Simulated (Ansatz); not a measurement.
Electronic density of states of amorphous Si30N41Lu, density 3.24 g/cm³, on a 2×2×2 Γ-centred mesh with a Gaussian width of 0.1 eV; energies count from the Fermi level, whose place inside the gap is arbitrary. Cell and mesh are small, so fine structure isn't converged. All values below come from PBE, scalar-relativistic without spin-orbit coupling (plane waves to 420 eV, PAW; Ansatz, an electronic-structure program). Sampling: a 2×2×2 Γ-centred mesh; Fermi-Dirac width 0.02 eV; no spin polarisation. At PBE the levels at the filled edge of the gap are localised (band-tail or defect states).

A CHGNet melt-quench gave the starting glass, which DFT then relaxed. N atoms were pushed apart under 1.9 Å during the dynamics, to hinder bonds among them. The hot cell started wider than the set density and was brought back towards it in steps. It is the lowest in DFT energy of 2 quenches. It is a model cell: composition and starting density were chosen by hand, and all elements were melted together. No dispersion term was used. Its density started from a set value of 3.24 and ended at 3.24 g/cm³. The simulated quench (nominally 450 K/ps over its main leg) is rapid and tends to freeze in more defects than a deposited or slowly cooled glass has. A cell of this size samples the disorder only roughly. The volume was held where the preparation left it and the shape relaxed, at a PBE pressure of 1.3 GPa. Stress components on the final sampling reach 3.6 GPa. On a 2×2×2 Γ-centred mesh force components of up to 0.15 eV/Å stay, since the relaxation ran on the zone centre alone. Cycles of charging lowered its energy after that relaxation.

```csv
E - EF (eV),states/(eV atom)
-12.00,0.00
-11.90,0.00
-11.80,0.00
-11.70,0.00
-11.60,0.00
-11.50,0.00
-11.40,0.00
-11.30,0.00
-11.20,0.03
-11.10,0.09
-11.00,0.13
-10.90,0.10
-10.80,0.09
-10.70,0.13
-10.60,0.20
-10.50,0.24
-10.40,0.26
-10.30,0.22
-10.20,0.21
-10.10,0.22
-10.00,0.23
-9.90,0.24
-9.80,0.22
-9.70,0.19
-9.60,0.24
-9.50,0.29
-9.40,0.27
-9.30,0.23
-9.20,0.23
-9.10,0.21
-9.00,0.25
-8.90,0.34
-8.80,0.28
-8.70,0.22
-8.60,0.26
-8.50,0.19
-8.40,0.16
-8.30,0.20
-8.20,0.26
-8.10,0.25
-8.00,0.24
-7.90,0.28
-7.80,0.30
-7.70,0.35
-7.60,0.37
-7.50,0.36
-7.40,0.37
-7.30,0.37
-7.20,0.37
-7.10,0.36
-7.00,0.40
-6.90,0.41
-6.80,0.42
-6.70,0.43
-6.60,0.38
-6.50,0.42
-6.40,0.45
-6.30,0.44
-6.20,0.45
-6.10,0.46
-6.00,0.49
-5.90,0.44
-5.80,0.44
-5.70,0.45
-5.60,0.42
-5.50,0.45
-5.40,0.52
-5.30,0.51
-5.20,0.46
-5.10,0.47
-5.00,0.50
-4.90,0.57
-4.80,0.71
-4.70,0.97
-4.60,0.94
-4.50,0.67
-4.40,0.46
-4.30,0.37
-4.20,0.35
-4.10,0.39
-4.00,0.42
-3.90,0.45
-3.80,0.45
-3.70,0.42
-3.60,0.42
-3.50,0.43
-3.40,0.48
-3.30,0.51
-3.20,0.48
-3.10,0.49
-3.00,0.45
-2.90,0.40
-2.80,0.44
-2.70,0.46
-2.60,0.48
-2.50,0.48
-2.40,0.46
-2.30,0.44
-2.20,0.42
-2.10,0.41
-2.00,0.35
-1.90,0.37
-1.80,0.44
-1.70,0.41
-1.60,0.29
-1.50,0.11
-1.40,0.13
-1.30,0.10
-1.20,0.01
-1.10,0.00
-1.00,0.00
-0.90,0.00
-0.80,0.00
-0.70,0.00
-0.60,0.00
-0.50,0.00
-0.40,0.00
-0.30,0.00
-0.20,0.00
-0.10,0.00
0.00,0.00
0.10,0.00
0.20,0.00
0.30,0.00
0.40,0.00
0.50,0.00
0.60,0.00
0.70,0.00
0.80,0.00
0.90,0.00
1.00,0.00
1.10,0.00
1.20,0.01
1.30,0.02
1.40,0.01
1.50,0.04
1.60,0.11
1.70,0.09
1.80,0.04
1.90,0.10
2.00,0.14
2.10,0.12
2.20,0.12
2.30,0.17
2.40,0.19
2.50,0.23
2.60,0.25
2.70,0.24
2.80,0.23
2.90,0.25
3.00,0.30
3.10,0.32
3.20,0.30
3.30,0.30
3.40,0.33
3.50,0.31
3.60,0.30
3.70,0.30
3.80,0.27
3.90,0.30
4.00,0.31
4.10,0.30
4.20,0.36
4.30,0.38
4.40,0.32
4.50,0.36
```

The level gap on this mesh is 2.67 eV; the broadening fills part of it in the curve.
